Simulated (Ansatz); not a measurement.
Several settings converged on ZnSb₂ (P2, 6 atoms in the cell)

```
ZnSb2
1.0
    6.79981     0.00000     0.00000
    0.00000     6.79981     0.00000
    0.00000     0.00000     3.21039
Zn Sb
2 4
Cartesian
  3.39990   3.39990   1.65519
  0.00000   0.00000   0.00000
  5.79949   2.39958   0.80260
  2.39958   1.00032   2.40779
  1.00032   4.40023   0.80260
  4.40023   5.79949   2.40779
```

Base method: PBEsol, default PAW files made with PBE (plane waves; Ansatz, a quantum-chemistry and plane-wave program).

Base settings: basis.ecutwfc = 420 eV; kpoints.mp_grid.grid = 3 3 7; hamiltonian.xc = pbesol; hamiltonian.pseudopotentials = {kind: paw} (the program's default PAW files); scf.occupations.method = gaussian; scf.occupations.width = 0.1 eV.

The count of work is k-points × plane waves × bands × iterations; it is no time. Core times come from one kind of shared machine, to one figure; runs under 30 s give none.

**Shifted k-point meshes**

In this ladder: kpoints.mp_grid.shift = 0.5 0.5 0.5.

Only quantities that move along the ladder and can be compared are tabulated.

```csv
kpoints.mp_grid.grid,free energy less the last step's (meV/atom),pressure (GPa),largest difference of a force vector from the last step's (eV/Å),count of work / last
1 1 2,794.22,6.29,1.041,0.0039
2 2 3,175.31,0.25,0.136,0.016
2 2 4,10.05,-0.54,0.311,0.018
3 3 5,-23.86,-1.03,0.071,0.059
3 3 7,10.88,-1.05,0.135,0.078
8 8 16,0.00,-0.82,0.000,1.0
```

Coarsest kpoints.mp_grid.grid that holds the free energy within 5 meV/atom: not settled: the last two steps still differ by 11 meV/atom, over half the tolerance, so the ladder does not show it.

Coarsest kpoints.mp_grid.grid that holds the pressure within 0.5 GPa of the last step, with all finer ones: 2 2 4, at 0.018 of the last step's count of work; the step before is off by 1.1 GPa.

Coarsest kpoints.mp_grid.grid that holds the forces within 0.02 eV/Å: not settled: the last two steps still differ by 0.13 eV/Å, over half the tolerance, so the ladder does not show it.

**The k-point mesh at a smearing width of 0.05 eV**

In this ladder: scf.occupations.width = 0.05 eV.

The second cell is the first with its lattice scaled by 0.98.

Only quantities that move along the ladder and can be compared are tabulated.

```csv
kpoints.mp_grid.grid,free energy less the last step's (meV/atom),energy of the compressed cell less the first (meV/atom),pressure (GPa),largest difference of a force vector from the last step's (eV/Å),count of work / last,core time / last (rough)
2 2 4,113.14,10.89,-0.67,0.685,0.039,–
3 3 6,-10.80,11.02,-0.75,0.253,0.065,–
5 5 9,-2.30,8.70,-0.97,0.074,0.21,0.2
6 6 11,11.20,10.07,-0.83,0.066,0.34,0.4
8 8 16,0.00,9.89,-0.87,0.000,1.0,1
```

Coarsest kpoints.mp_grid.grid that holds the forces within 0.02 eV/Å: not settled: the last two steps still differ by 0.066 eV/Å, over half the tolerance, so the ladder does not show it.

Coarsest kpoints.mp_grid.grid that holds the energy of the compressed cell less the first within 0.5 meV/atom of the last step, with all finer ones: 6 6 11, at 0.34 of the last step's count of work and about 0.4 of the last step's time; the step before is off by 1.2 meV/atom.

Coarsest kpoints.mp_grid.grid that holds the pressure within 0.05 GPa: not settled: the last two steps still differ by 0.04 GPa, over half the tolerance, so the ladder does not show it.

Two neighbours can agree and both be off: 2 2 4 and 3 3 6 differ by 0.13 meV/atom in the energy of the compressed cell less the first, yet lie about 1.1 meV/atom from the last step.

**The mesh under tetrahedron occupations**

In this ladder: scf.occupations.method = tetrahedron; scf.occupations.width = default.

Only quantities that move along the ladder and can be compared are tabulated.

```tsv
kpoints.mp_grid.grid	free energy less the last step's (meV/atom)	pressure (GPa)	largest difference of a force vector from the last step's (eV/Å)	count of work / last	core time / last (rough)
2 2 4	109.81	-0.26	0.577	0.039	–
3 3 7	-14.13	-0.75	0.174	0.050	–
5 5 10	0.81	-0.86	0.032	0.19	0.2
8 8 15	0.27	-0.84	0.006	0.66	0.7
9 9 19	0.00	-0.83	0.000	1.0	1
```

Coarsest kpoints.mp_grid.grid that holds the forces within 0.02 eV/Å of the last step, with all finer ones: 8 8 15; the step before is off by 0.032 eV/Å.

Coarsest kpoints.mp_grid.grid that holds the pressure within 0.5 GPa of the last step, with all finer ones: 3 3 7, at 0.050 of the last step's count of work; the step before is off by 0.57 GPa.

Coarsest kpoints.mp_grid.grid that holds the free energy within 5 meV/atom of the last step, with all finer ones: 5 5 10, at 0.19 of the last step's count of work and about 0.2 of the last step's time; the step before is off by 14 meV/atom.

On the base run: the starting cell comes from a database of computed structures (which also holds hypothetical and non-ambient phases and stackings), without a prior relaxation at this level. Its lattice was rescaled by up to half a per cent. One atom was moved a little off its site on purpose. Ansatz's pressure includes its estimate of the finite-basis (Pulay) stress. The run gives no clean gap (levels at the Fermi energy touch, overlap or are partly filled at this smearing), which alone does not show that the compound is a metal.

Keys are those of Ansatz 0.2.
